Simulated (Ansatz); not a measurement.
Results of HSE06 (PAW; Ansatz, a first-principles code) for cubic perovskite CsPbF3.

Settings: plane-wave cutoff 460 eV, 6×6×6 k mesh, Fermi–Dirac smearing 0.01 eV, scalar-relativistic PAW data made under PBE.

Cell (relaxed with PBEsol):

```
CELL_PARAMETERS angstrom
      4.81436     0.00000     0.00000
      0.00000     4.81436     0.00000
      0.00000     0.00000     4.81436
ATOMIC_POSITIONS crystal
  Cs 0.50000 0.50000 0.50000
  Pb 0.00000 0.00000 0.00000
  F  0.00000 0.50000 0.00000
  F  0.50000 0.00000 0.00000
  F  0.00000 0.00000 0.50000
```

Q: Predict the band gap and direct gap at Γ.

A: 
- band gap = 3.76 eV (on the SCF k mesh)
- direct gap at Γ = 10.05 eV

Note: cell and atoms aren't relaxed at this level (pressure 1.5 GPa).

Spin–orbit coupling is not included; with these elements it can move the gap by several tenths of an eV or more.
